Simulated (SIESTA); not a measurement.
SIESTA run on Al (Fm-3m, 1 atom in the cell): self-consistent single point.

Method: GGA PBE, numerical atomic orbitals DZP, PseudoDojo PBE standard norm-conserving potentials (rewritten from UPF to PSML) (SIESTA).

The change in words: lattice scaled by 0.98. Reference geometry:
```
Al
1.0
    0.00000     2.00272     2.00272
    2.00272     0.00000     2.00272
    2.00272     2.00272     0.00000
Al
1
Direct
  0.00000   0.00000   0.00000
```

Reference input (self-consistent single point, DFT, GGA PBE, numerical atomic orbitals DZP, PseudoDojo PBE standard norm-conserving potentials (rewritten from UPF to PSML)): XC.functional = GGA; XC.authors = PBE; potentials = PseudoDojo PBE standard; PAO.BasisSize = DZP; PAO.EnergyShift = 0.01 Ry; MeshCutoff = 400 Ry; kgrid.MonkhorstPack = 14 14 14; OccupationFunction = FD; ElectronicTemperature = 1160.45 K; MaxSCFIterations = 150; SCF.Mixer.Method = Pulay; SCF.Mixer.Weight = 0.25. This run's input differs from it in these lines:

```diff
@@ -11,5 +11,5 @@
 %block LatticeVectors
-     0.000000000    2.002725000    2.002725000
-     2.002725000    0.000000000    2.002725000
-     2.002725000    2.002725000    0.000000000
+     0.000000000    1.962670000    1.962670000
+     1.962670000    0.000000000    1.962670000
+     1.962670000    1.962670000    0.000000000
 %endblock LatticeVectors
```

The program printed (abridged):

```
        iscf     Eharris(eV)        E_KS(eV)     FreeEng(eV)     dDmax    Ef(eV) dHmax(eV)
   scf:    1      -59.248789      -62.940232      -62.953199  1.832522 -4.881400  0.052417
   scf:    2      -62.940887      -62.940561      -62.953621  0.006168 -4.888219  0.038771
   scf:    3      -62.941042      -62.940812      -62.954134  0.016293 -4.907670  0.000552
   scf:    4      -62.940816      -62.940814      -62.954134  0.000108 -4.907649  0.000054
   scf:    5      -62.940814      -62.940814      -62.954134  0.000013 -4.907675  0.000003
   scf:    6      -62.940814      -62.940814      -62.954134  0.000001 -4.907676  0.000000
SCF Convergence by DM+H criterion
max |DM_out - DM_in|         :     0.0000005278
max |H_out - H_in|      (eV) :     0.0000000520
SCF cycle converged after 6 iterations

Using DM_out to compute the final energy and forces

siesta: E_KS(eV) =              -62.9408

siesta: E_KS - E_eggbox =       -62.9408

siesta: Atomic forces (eV/Ang):
     1   -0.000000    0.000000   -0.000000
   Tot   -0.000000    0.000000   -0.000000
   Max    0.000000
   Res    0.000000    sqrt( Sum f_i^2 / 3N )
   Max    0.000000    constrained

Stress tensor Voigt[x,y,z,yz,xz,xy] (kbar):      -75.13      -75.13      -75.13       -0.00       -0.00       -0.00
(Free)E + p*V (eV/cell)      -62.2450
Target enthalpy (eV/cell)      -62.9541

siesta: Program's energy decomposition (eV):
siesta: FreeEng =       -62.954134

siesta: Stress tensor (static) (eV/Ang**3):
   [... lines left out ...]
siesta: Cell volume =         15.120698 Ang**3
siesta:          75.13408063         75.13408063  kBar
   [... lines left out ...]

Species: Al
Atom  Qatom  Qorb
               3s      3s      3py     3pz     3px     3py     3pz     3px
               3Pdxy   3Pdyz   3Pdz2   3Pdxz   3Pdx2-y2
   1  3.000   0.360   0.428  -0.154  -0.154  -0.154   0.571   0.571   0.571
              0.210   0.210   0.165   0.210   0.165

mulliken: Qtot =        3.000

Mulliken Atomic Populations:
Atom #   charge [q] valence [e]  Species
     1     0.000000    3.000000  Al
 Total     0.000000
```

The run converged in 6 iterations. Against the reference run the free energy goes up by 26.0 meV/atom and the pressure goes from 1.70 to 7.51 GPa.

The starting cell has typed, rounded lattice constants, without a prior relaxation at this level. Its lattice was rescaled by a random factor within 2.5 % of one. For this run, on top of that: lattice scaled by 0.98. Values carry the incompleteness of an atom-centred basis. With a pressure of about 8 GPa the cell is away from its equilibrium volume at this level.

Cost on one core of a shared machine: roughly 60 s.
